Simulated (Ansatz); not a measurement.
SrZrO3 (I4/mcm, No. 140, 10 atoms in the cell; start mp-5076; a measured phase of this formula has another space group)

Computed with LDA (Ansatz, a quantum-chemistry and plane-wave program, plane waves, PAW).

Numerical settings: plane-wave cutoff 520 eV, 8×8×8 k mesh, Fermi–Dirac smearing 0.01 eV, scalar-relativistic PAW data made under PBE.

Cell (relaxed at this level):

Space group I4/mcm (No. 140); a = 5.6780 Å, b = 5.6780 Å, c = 8.2663 Å, α = 90.00°, β = 90.00°, γ = 90.00°

```json
[
 {"atom": "Sr", "site": "4b", "symmetry": "-42m", "x": "0.0000", "y": "0.5000", "z": "0.2500"},
 {"atom": "Zr", "site": "4c", "symmetry": "4/m..", "x": "0.0000", "y": "0.0000", "z": "0.0000"},
 {"atom": "O", "site": "8h", "symmetry": "m.2m", "x": "0.1867", "y": "0.3133", "z": "0.0000"},
 {"atom": "O", "site": "4a", "symmetry": "422", "x": "0.0000", "y": "0.0000", "z": "0.2500"}
]
```
(The calculation used a cell of 10 atoms; values per cell refer to that cell.)

For SrZrO3 (I4/mcm, No. 140, 10 atoms in the cell; start mp-5076; a measured phase of this formula has another space group), the band gap comes out as 3.75 eV and the smallest direct gap on the k points sampled is 3.76 eV.

Spin–orbit coupling is not included.

Static lattice: no zero-point or thermal effects.

A start named mp-… is a Materials Project structure, which need not be a measured phase.
